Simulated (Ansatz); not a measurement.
**PtSe₂ in the CdI2 type structure (space group P-3m1, No. 164; layered)**

PtSe₂ has the trigonal space group P-3m1 (No. 164), the CdI2 type structure, Pearson symbol hP3. Lattice parameters: a = b = 3.7724 Å, c = 4.8183 Å, α = β = 90.00°, γ = 120.00°. Pt on 1a is surrounded by 6 Se at 2.526 Å (octahedral). Se on 2d is surrounded by 3 Pt at 2.526 Å (trigonal pyramidal). (Neighbours: up to the widest gap in distance over summed covalent radii, below 1.35, at either atom; cation-cation and far metal-metal contacts left out.)

All numbers come from Ansatz (a first-principles code) PBE-D3(BJ), without spin-orbit coupling. Settings: 14×14×10 k-points, 0.05 eV Fermi–Dirac smearing.

The volume per atom comes out as 19.79 Å³. The density is 9.87 g/cm³ and the band gap is zero. The total energy comes out as -7821.245 eV/atom (σ→0; compares only within this code and set-up).

Whether these cells are dynamically stable was not tested. The final runs are not spin-polarised. The zero or small gap of PtSe2 can change with the level of theory.
